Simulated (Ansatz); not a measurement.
Ansatz (a quantum-chemistry and plane-wave program) run on ScGa3 (P4mm, 4 atoms in the cell): self-consistent single point

Method of the run: PBEsol, default PAW files made with PBE (plane waves; Ansatz).

The input file:

Ansatz 0.2 input:
```yaml
# ScGa3
crystal:
  lattice:
    - [4.061351, 0.000000, 0.000000]
    - [0.000000, 4.061351, 0.000000]
    - [0.000000, 0.000000, 4.061351]
  atoms:
    - { symbol: Sc, position: [0.000000, 0.000000, 0.012311] }
    - { symbol: Ga, position: [0.500000, 0.500000, 0.000000] }
    - { symbol: Ga, position: [0.000000, 0.500000, 0.500000] }
    - { symbol: Ga, position: [0.500000, 0.000000, 0.500000] }
basis:
  ecutwfc: 420.0 eV
kpoints:
  mp_grid: { grid: [7, 7, 7] }
hamiltonian:
  xc: pbesol
  pseudopotentials: { kind: paw }
scf:
  occupations: { method: gaussian, width: 0.1 eV }
output:
  forces: true
  eigenvalues: true
  stress: true
```

Output, abridged:

```
WARN ansatz: RAYON_NUM_THREADS=1 ignored (pool sized by the plan → 1); use --threads N
Pseudopotentials: kind: paw
Pseudopotential: Sc, paw, valence charge 11
Pseudopotential: Ga, paw, valence charge 13
Crystal: 4 atoms, lattice volume = 66.990 Å³
Basis set: ecut = 420 eV, 1357 PW (Γ), exchange–correlation on 60×60×60 points (8 copies of the dense FFT grid, shifted against one another)
Bands: 30, of which v1, the nominal top of the filled ones, is band 25 counted from 1 (24 counted from 0)
Symmetry: 8 space group operations
Space group: P4mm (ITA 99), of the structure as read, at distance tolerance 4.1e-5 Å
k-points: 40 of 343 (time reversal used)
PAW frozen core: Sc, regenerated for the run's functional, and the local potential with it
PAW frozen core: Ga, regenerated for the run's functional, and the local potential with it
Initial density: superposition of atomic densities (neutral atoms: chi_scale 0, normalization atom), corrected by the library's trained network
Initial wavefunctions: pseudopotential atomic-orbital guess
Eigensolver: davidson
Functional: x = pbesol(κ = 0.804, μ = 0.12345679012345678), c = pbesol(β = 0.046)
SCF iter   1: F=—  HF=-13343.169108 eV  |F-HF|=—  |Δ(HF+E_count)|=         —  Δρ=3.18e-3  dr2=1.09e-2  ethr=1.77e-3  ⟨swp⟩=5.5  Hψ=4747  notcnv=0
all-band conjugate gradients solve this SCF's bands
preconditioner: auto → Kerker (q_TF=auto, 2.598 Å⁻¹)
SCF iter   2: F=—  HF=-13343.166593 eV  |F-HF|=—  |Δ(HF+E_count)|=   2.52e-3  Δρ=1.81e-3  dr2=4.21e-3  ethr=2.19e-5  ⟨swp⟩=2.1  Hψ=2191  notcnv=0
SCF iter   3: F=—  HF=-13343.165734 eV  |F-HF|=—  |Δ(HF+E_count)|=   8.59e-4  Δρ=1.05e-3  dr2=1.56e-3  ethr=8.42e-6  ⟨swp⟩=2.5  Hψ=2140  notcnv=0
SCF iter   4: F=—  HF=-13343.165255 eV  |F-HF|=—  |Δ(HF+E_count)|=   4.79e-4  Δρ=1.88e-4  dr2=2.20e-5  ethr=3.12e-6  ⟨swp⟩=3.0  Hψ=2146  notcnv=0
SCF iter   5: F=—  HF=-13343.165252 eV  |F-HF|=—  |Δ(HF+E_count)|=   2.97e-6  Δρ=9.54e-5  dr2=4.52e-6  ethr=4.40e-8  ⟨swp⟩=2.1  Hψ=1303  notcnv=0
SCF iter   6: F=—  HF=-13343.165253 eV  |F-HF|=—  |Δ(HF+E_count)|=   7.99e-7  Δρ=2.07e-5  dr2=1.96e-7  ethr=9.05e-9  ⟨swp⟩=2.0  Hψ=1434  notcnv=0
SCF iter   7: F=-13343.165253 eV  HF=-13343.165253 eV  |F-HF|=3.27e-9  |Δ(HF+E_count)|=   1.08e-8  Δρ=4.48e-6  dr2=1.24e-8  ethr=2.00e-10  ⟨swp⟩=6.4  Hψ=4357  notcnv=0
SCF 1 converged in 7 iterations: F = -13343.165253 eV  dr2 = 1.24e-8
SCF converged after 7 iterations
Free energy (F): -13343.165253 eV
Harris-Foulkes:  -13343.165253 eV  (|F-HF|=3.27e-9)
Internal energy: -13343.147272 eV  (E = F + TS)
E sigma→0 (E₀):  -13343.156262 eV
Entropy (-TS):   -0.017980 eV (-4.495 meV/atom)
Fermi energy:    12.074675 eV
--- Per-component energies (eV) ---
  E_band       = -156.656309
  E_kinetic    = 613.283113
  E_local      = -5794.141572  (includes V_loc(G=0)·N_el)
  E_nonlocal   = 1356.268569
  E_hartree    = 2657.833378
  E_xc         = -313.301863
  E_vxc        = -308.423896  (∫ρ·V_xc dr)
  E_paw        = -6774.369477  (= ΣΔE_a)
  E_vpaw       = -1339.309927  (= ΣTr[D̂ρ^β])
  E_aug_tail   = -0.000328  (compensation charges beyond the density's cutoff)
  E_ewald      = -5091.437050
  E_core_change = 2.717959  (= ΣΔE_core)
  E_smearing   = -0.017980  (= −TS)
  E_closure    = 0.000000  (closes the sum)
  Σ components = -13343.165253   (vs F -13343.165253, Δ=0.00e0)
--- Forces (eV/Å), atoms counted from 1 ---
  atom   1  Sc     0.00000000     0.00000000    -0.37696992
  atom   2  Ga     0.00000000     0.00000000    -0.00868858
  atom   3  Ga     0.00000000     0.00000000     0.19282954
  atom   4  Ga     0.00000000     0.00000000     0.19282954
  max |Σ_I F_I| component: 5.72e-7 eV/Å
--- Stress (GPa, compression-positive) ---
       -0.928499       0.000000      -0.000000
        0.000000      -0.928499       0.000000
       -0.000000       0.000000      -0.898157
  P = ⅓ Tr σ = -0.9184 GPa (-9.184 kbar)
  The stress holds the Pulay correction. Without it, at fixed plane waves, as pw.x and ABINIT print it: P = -0.9633 GPa
--- Band table (eV; the first three rows and the last of 40) ---
  k-point 0: bands = ["-36.9077", "-15.6902", "-15.6902", "-15.6902", "-3.0369", "-3.0101", "-3.0101", "-3.0100", "-2.8760", "-2.8756", "-2.7287", "-2.7287", "-2.7279", "-2.6569", "-2.6568", "-2.5398", "-2.5241", "-2.5241", "-2.5240", "0.9907", [...]
  k-point 1: bands = ["-36.9074", "-15.6973", "-15.6899", "-15.6899", "-3.0184", "-3.0045", "-2.9896", "-2.9896", "-2.8695", "-2.8586", "-2.7330", "-2.7270", "-2.7270", "-2.6693", "-2.6566", "-2.5513", "-2.5499", "-2.5499", "-2.5240", "1.1838", [...]
  k-point 2: bands = ["-36.9068", "-15.7132", "-15.6895", "-15.6895", "-2.9913", "-2.9706", "-2.9314", "-2.9314", "-2.8536", "-2.8141", "-2.7454", "-2.7251", "-2.7251", "-2.7056", "-2.6566", "-2.6182", "-2.6182", "-2.5826", "-2.5240", "1.7527", [...]
  k-point 39: bands = ["-36.9038", "-15.7151", "-15.7145", "-15.7144", "-2.9333", "-2.9167", "-2.9164", "-2.9129", "-2.8431", "-2.8429", "-2.8280", "-2.7331", "-2.7160", "-2.7159", "-2.6867", "-2.6859", "-2.5632", "-2.5631", "-2.5458", "5.5091", [...]
```

The run converged in 7 iterations.

The starting cell comes from a database of computed structures (which also holds hypothetical and non-ambient phases and stackings), without a prior relaxation at this level. Its lattice was rescaled by up to half a per cent. One atom was moved a little off its site on purpose. Ansatz's pressure includes its estimate of the finite-basis (Pulay) stress.
